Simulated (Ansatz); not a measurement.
Troubleshooting Ansatz (a program for electronic structure): a failed run on MnFeSn₄ (I422, 6 atoms in the cell). The aim is a self-consistent single point with DFT, PBEsol, plane waves, PAW files made with PBE.

Cell that was meant: a = 5.5308 Å, b = 5.5308 Å, c = 5.5308 Å, α = 104.08°, β = 104.08°, γ = 120.89°.

Part of the input:

Ansatz 0.2 input:
```yaml
  spin_polarized: true
scf:
  occupations: { method: cold, width: 0.1 eV }
  max_iter: 4
output:
  forces: true
  eigenvalues: true
```

The program printed (abridged):

```
SCF iter   1: F=—  HF=-32118.214442 eV  |F-HF|=—  |Δ(HF+E_count)|=         —  Δρ=1.25e-1 (↑3.11e-2 ↓1.25e-1)  dr2=2.56e1  dr2_m=6.24e0  M=4.352 μB ∫|m|=5.127 μB  β_m=0.30  ethr=3.10e-3  ⟨swp⟩=8.1  Hψ=8551  notcnv=0  defer=6
all-band conjugate gradients solve this SCF's bands
preconditioner: auto → Kerker (q_TF=auto, 2.564 Å⁻¹)
   [... lines left out ...]
SCF iter   3: F=—  HF=-32117.236508 eV  |F-HF|=—  |Δ(HF+E_count)|=   2.62e-1  S|Δr|=    0.00e0  Δρ=6.80e-2 (↑3.51e-2 ↓6.80e-2)  dr2=8.45e0  dr2_m=2.21e0  M=4.330 μB ∫|m|=5.492 μB  β_m=0.20  ethr=3.10e-3  ⟨swp⟩=7.3  Hψ=14653  notcnv=0
SCF iter   4: F=—  HF=-32116.954307 eV  |F-HF|=—  |Δ(HF+E_count)|=   2.82e-1  S|Δr|=    0.00e0  Δρ=2.66e-2 (↑2.66e-2 ↓2.59e-2)  dr2=2.47e0  dr2_m=4.45e-1  M=4.555 μB ∫|m|=5.904 μB  β_m=0.07  ethr=3.10e-3  ⟨swp⟩=7.2  Hψ=13698  notcnv=0
Error: did not converge after 4 iterations: dr2 = 2.47e0 (threshold 1.00e-7), under the density mixer `msr1`, which `scf.mixing.algorithm: auto` chose by the deck's other keys (type `scf.mixing.algorithm: msr1` to keep it); raise `scf.max_iter`, which need not help a stalled SCF, or adjust the mixing (`scf.mixing`) or, under a smearing, its width (`scf.occupations.width`, in either direction: another width is another result); this SCF holds its density and magnetisation to the symmetry operations that it keeps, and cannot end on a state that breaks one of them: if the state sought breaks one, re-run with `crystal.symmetry.detect: false`, without `crystal.symmetry.time_reversal: [...]
```

Q: What is wrong, and how is it fixed?

A: The fault is an iteration limit that is too low. The loop is cut before its threshold is met, so whatever is printed at the end is not self-consistent. To fix it, raise the limit, or leave it to the default. The run ended unconverged after 4 iterations.

The sound input it was made from differs as follows (other fixes are possible):
```diff
-  max_iter: 4
```

With that input, the run converged in 21 iterations: free energy E − TS (on the zero of these files) -32116.7642 eV; Fermi level (on the code's own zero) 12.76 eV; pressure -8.78 GPa; largest force (vector length) 0.062 eV/Å; size of the cell's spin moment 4.19 μB (DFT, PBEsol, plane waves, PAW files made with PBE).

On the sound input: the starting cell comes from a database of computed structures (which also holds hypothetical and non-ambient phases and stackings), without a prior relaxation at this level. Its lattice was rescaled by a random factor within 2.5 % of one. The magnetic order is the one reached from the typed start; others were not searched systematically. With a pressure of about -9 GPa the cell is away from its equilibrium volume at this level. Ansatz's pressure includes its estimate of the finite-basis (Pulay) stress.
